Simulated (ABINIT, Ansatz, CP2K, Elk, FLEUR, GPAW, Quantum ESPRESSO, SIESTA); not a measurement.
**Code comparison for TiCo (Pm-3m, 2 atoms in the cell)**

Self-consistent single point, at a second geometry (lattice scaled by 0.98). First geometry:

```
CELL_PARAMETERS angstrom
      2.96309     0.00000     0.00000
      0.00000     2.96309     0.00000
      0.00000     0.00000     2.96309
ATOMIC_POSITIONS crystal
  Ti 0.00000 0.00000 0.00000
  Co 0.50000 0.50000 0.50000
```

Shared settings, as Ansatz (a first-principles code) writes them: kpoints.mp_grid.grid = 9 9 9; scf.occupations.method = fermi_dirac; scf.occupations.width = 0.136 eV. Potentials and cutoffs stand in the table.

| code | model | ΔF from the first geometry (meV/atom) | pressure (GPa) | cutoff |
|---|---|---|---|---|
| GPAW | PBE, GPAW PAW datasets PBE (gpaw-data 1.0.1) | 42.8 | 15.37 | 800 eV |
| FLEUR | PBE, all-electron FLAPW (FLEUR), scalar-relativistic valence | 43.2 | – | Kmax 3.5 1/bohr |
| Elk | PBE, all-electron FP-LAPW, Elk's shipped species files, APW+lo basis with extra local orbitals | 42.3 | – | rgkmax 8 |
| SIESTA | GGA PBE, numerical atomic orbitals TZP, PseudoDojo PBE standard norm-conserving potentials (rewritten from UPF to PSML) | 30.4 | 12.83 | grid 400 Ry |
| Ansatz | PBE, default PAW files | 38.5 | 14.67 | 420 eV |
| Quantum ESPRESSO | PBE, SSSP 1.1.2 efficiency (PBE) pseudopotentials | 37.7 | 14.24 | 50 Ry |
| CP2K | PBE, GPW, DZVP-MOLOPT-SR-GTH basis, GTH-PBE potentials (GTH_POTENTIALS) | 35.0 | 14.10 | grid 600 Ry |
| ABINIT | PBE, norm-conserving pseudopotentials (PseudoDojo nc-sr-05 PBE standard) | 38.5 | 14.70 | 48 Ha |

A dash marks a value that a program does not give, or that is left out as unsure.

On Ansatz's run: spin polarisation is off.

The spread over the programs that give each value: ΔF from the first geometry within 12.8 meV/atom; pressure within 2.54 GPa.

SIESTA and CP2K use small atom-centred bases, whose incompleteness enters pressures, forces and empty levels differently from a plane-wave cutoff. FLEUR and Elk treat all electrons, but the usual bases taken here (sphere radii, linearisation, local orbitals, empty states) were not tested for convergence, so the values are no reference for the others. Ansatz's pressure is given at a fixed set of plane waves, as the other plane-wave codes print theirs; with its correction for the finite basis it is 14.75 GPa. In the pressure, SIESTA (by 1.85) lies more than 1 GPa from the median of the plane-wave programs.

The starting cell has typed, rounded lattice constants, without a prior relaxation at this level. Its lattice was rescaled by a random factor within 2.5 % of one. For this run, on top of that: lattice scaled by 0.98.

Keys are those of Ansatz 0.2.
